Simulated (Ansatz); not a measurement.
ScBeNO (model structure, started from the LaZnOP type, P4/nmm, No. 129, 8 atoms in the cell), treated with PBE in Ansatz (plane waves, PAW).

Settings: plane-wave cutoff 520 eV, 10×10×6 k mesh (along the axes of the cell as run), Fermi–Dirac smearing 0.01 eV, scalar-relativistic PAW data made under PBE.

Cell (relaxed at this level):

```
CELL_PARAMETERS angstrom
      3.35612     0.00000     0.00000
      0.00000     3.35612     0.00000
      0.00000     0.00000     6.90606
ATOMIC_POSITIONS crystal
  Sc 0.00000 0.50000 0.83783
  Sc 0.50000 0.00000 0.16217
  Be 0.00000 0.00000 0.50000
  Be 0.50000 0.50000 0.50000
  N  0.50000 0.00000 0.60670
  N  0.00000 0.50000 0.39330
  O  0.50000 0.50000 0.00000
  O  0.00000 0.00000 0.00000
```

### Question
Predict the band gap, smallest direct gap on the k points sampled and direct gap at Γ.

### Answer

- band gap = 2.73 eV (indirect)
- smallest direct gap on the k points sampled = 3.04 eV
- direct gap at Γ = 3.80 eV

Note: the relaxation could raise the start's symmetry but not lower it, so the cell can be a saddle point.

Cost on a shared machine: very roughly 30 core-seconds.

A model structure was made by putting elements into a prototype or built by hand; it is no filed structure, need not be a known phase, and can be a saddle point held by its symmetry.

Ansatz is an electronic-structure program.
